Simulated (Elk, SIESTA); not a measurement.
An Elk input for a self-consistent single point of BaF₂ (Fm-3m, 3 atoms in the cell) (DFT, PBE, all-electron FP-LAPW, Elk's shipped species files, APW+lo basis with extra local orbitals):

```
tasks
  0

xctype
  20

tforce
  .true.

rgkmax
  8.0

gmaxvr
  18.0

lmaxapw
  10

lmaxo
  8

nxlo
  2

lorbcnd
  .true.

lradstp
  2

nrmtscf
  2.0

rmtscf
  0.97

lmaxi
  4

swidth
  0.00183747

maxscl
  100

scale
  8.115241577

avec
    0.0000000000    0.7071067812    0.7071067812
    0.7071067812    0.0000000000    0.7071067812
    0.7071067812    0.7071067812    0.0000000000

atoms
  2
  'Ba.in'
  1
  0.0000000000  0.0000000000  0.0000000000    0.0 0.0 0.0
  'F.in'
  2
  0.2500000000  0.2500000000  0.2500000000    0.0 0.0 0.0
  0.7500000000  0.7500000000  0.7500000000    0.0 0.0 0.0

ngridk
  8 8 8
```

Write the same calculation as an input for SIESTA.

This is the input that was run; spellings and numerical settings could be chosen otherwise.

```
# files in the folder: Ba.psml F.psml (PseudoDojo PBE standard)
SystemName  BaF2
SystemLabel BaF2

NumberOfAtoms                3
NumberOfSpecies              2
%block ChemicalSpeciesLabel
  1 56 Ba
  2 9 F
%endblock ChemicalSpeciesLabel
LatticeConstant              4.294401 Ang
%block LatticeVectors
     0.000000000    0.707106765    0.707106765
     0.707106765    0.000000000    0.707106765
     0.707106765    0.707106765    0.000000000
%endblock LatticeVectors
AtomicCoordinatesFormat      Ang
%block AtomicCoordinatesAndAtomicSpecies
     0.000000000    0.000000000    0.000000000  1
     1.518300000    1.518300000    1.518300000  2
     4.554900000    4.554900000    4.554900000  2
%endblock AtomicCoordinatesAndAtomicSpecies

XC.functional                GGA
XC.authors                   PBE
PAO.BasisSize                TZP
PAO.EnergyShift              0.005 Ry
MeshCutoff                   350 Ry
%block kgrid.MonkhorstPack
    8   0   0  0.0
    0   8   0  0.0
    0   0   8  0.0
%endblock kgrid.MonkhorstPack
OccupationFunction           FD
ElectronicTemperature        580.23 K

MaxSCFIterations             150
SCF.Mixer.Method             Pulay
SCF.Mixer.Weight             0.25
SCF.Mixer.History            8
SCF.DM.Tolerance             1.0E-04
Diag.ParallelOverK           true
WriteForces                  true
Charge.Mulliken              end
```

Basis, cutoffs, solver keys and any potentials are the target program's own. This input uses DFT, GGA PBE, numerical atomic orbitals TZP, PseudoDojo PBE standard norm-conserving potentials (rewritten from UPF to PSML). Both were run: gap on the mesh 7.119 eV in Elk and 6.554 in SIESTA.

On Elk: the starting cell comes from a database of computed structures (which also holds hypothetical and non-ambient phases and stackings), without a prior relaxation at this level. Its lattice was rescaled by a random factor within 2.5 % of one. Values depend on the basis (sphere radii, cutoffs, local orbitals), which need not be converged.

On SIESTA: the starting cell comes from a database of computed structures (which also holds hypothetical and non-ambient phases and stackings), without a prior relaxation at this level. Its lattice was rescaled by a random factor within 2.5 % of one. Values carry the incompleteness of an atom-centred basis. The basis of the alkali or alkaline-earth atoms may lack their empty d shell, which can raise the gap. With a pressure of about 6 GPa the cell is away from its equilibrium volume at this level.
